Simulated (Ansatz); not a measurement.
S on the O site in rutile SnO2 (start: the O site; 72-site cell, 2×2×2 shifted sampling), Sn-rich (Δμ(O) = -2.31 eV, Δμ(S) = -0.72 eV, bounded by litharge SnO, orthorhombic SnS; only phases computed here count, gases as isolated molecules at 0 K). Level of theory: PBE, PAW (plane waves to 420 eV; Ansatz, a quantum-chemistry and plane-wave program). In charge state 0 (not spin-polarised) the formation energy is 2.31 eV. The crystal has 5.30 × 10^22 O sites per cm³.

Task: Estimate the equilibrium concentration at 900 K in the dilute limit, leaving out vibrational entropy and degeneracy.

Result: kT = 0.0776 eV; c = N exp(−E_f / kT) = 5.30 × 10^22 × exp(−29.8) ≈ 6 × 10^9 cm^-3. An error of 0.2 eV in E_f moves this by a factor of 13.
